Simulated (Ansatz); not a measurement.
Cells marked so need not be the phases stable at ambient conditions, and some may be hypothetical.

The gap is the functional's own. No spin-orbit coupling. Mid-gap values are interpolated on the energy grid.

A. Te2Mo (P-6m2, not sure to be the ambient phase, 3 atoms a cell, 27.0 Å³ an atom, 2 GPa at this level), along the normal of (100)
B. Rb2LiGaF6 (R-3m, not sure to be the ambient phase, 20 atoms a cell, 14.9 Å³ an atom, -4 GPa at this level), along the normal of (101)
C. Tl₃VSe₄ (I-43m, not sure to be the ambient phase, 8 atoms a cell, 28.7 Å³ an atom), along the normal of (001)
D. Tl₂SnCl₆ (Fm-3m, not sure to be the ambient phase, 9 atoms a cell, 28.9 Å³ an atom), along the normal of (110)

Task: Order them by mid-gap decay constant of the slowest evanescent state (lowest first) at the level r2SCAN in Ansatz (a quantum-chemistry and plane-wave program).

Result: A (0.19 1/Å), C (0.28 1/Å), D (0.33 1/Å), B (0.53 1/Å)
